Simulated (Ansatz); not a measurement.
Consider GaN in the zinc blende structure (space group F-43m, No. 216; a = 4.4982 Å).

Modification: every N is replaced by Sb; the structure is relaxed again.

Levels (all Ansatz, an electronic-structure program, PAW, earlier PAW set): r2SCAN (500 eV, no SOC); HSE06 (420 eV, without spin-orbit coupling); HSE06+SOC (420 eV, with spin-orbit coupling).

One geometry, relaxed with r2SCAN, under each level:

The valence-band top lists the three highest levels at Γ (Kramers pairs under SOC), from the VBM.

```json
[
 {"level": "r2SCAN", "band gap": "0.41 eV", "lowest conduction level above the VBM at special points": "Γ 0.41 eV; L 0.68 eV; X 1.14 eV", "valence-band top at Γ": "0.00, 0.00, 0.00 eV"},
 {"level": "HSE06", "band gap": "?", "lowest conduction level above the VBM at special points": "?", "valence-band top at Γ": "–"},
 {"level": "HSE06+SOC", "band gap": "0.53 eV", "lowest conduction level above the VBM at special points": "Γ 0.53 eV; L 0.76 eV; X 1.20 eV", "valence-band top at Γ": "0.00, 0.00, -0.78 eV"}
]
```

**Question.** Give the withheld HSE06 results.

**Answer.** 
- HSE06, band gap: 0.77 eV
- HSE06, lowest conduction level above the VBM at special points: Γ 0.77 eV; L 1.01 eV; X 1.45 eV

Single points use the geometry relaxed with r2SCAN. Differences between runs with and without spin-orbit coupling are approximate. With Sb present, leaving out spin-orbit coupling can change the band edges. Whether these cells are dynamically stable was not tested. This is not the structure that GaN has at room temperature and ambient pressure.
